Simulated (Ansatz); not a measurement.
The reference is YN in the rock salt structure (space group Fm-3m, No. 225; a = 4.8198 Å). Axes: x, y, z lie along the cube axes.

The values are results of LDA in Ansatz (plane waves to 420 eV, PAW, no SOC), not measurements.

For the base:

* **Pressure**: 0.0 GPa
* **Shortest interatomic distance**: 2.410 Å

Modification: the cell is compressed by 2.50 % along z with no lateral relaxation; the atoms relax in the strained cell.

**Question.** What does the calculation give for the pressure, energy relative to the base and shortest interatomic distance after the change?

**Answer.** The pressure (mean of the normal stresses, compression positive) goes from zero to 5.1 GPa; the energy goes up by 11 meV/atom; the shortest interatomic distance drops by 0.060 Å (2.410 Å → 2.350 Å).

A case with no gap was solved on a k-mesh chosen for an insulator, which is coarse for it. Stability against distortions was not tested. All final runs are without spin polarisation. Gaps under 0.05 eV, about the width of the smearing, are given as zero.

Ansatz is a quantum-chemistry and plane-wave program.
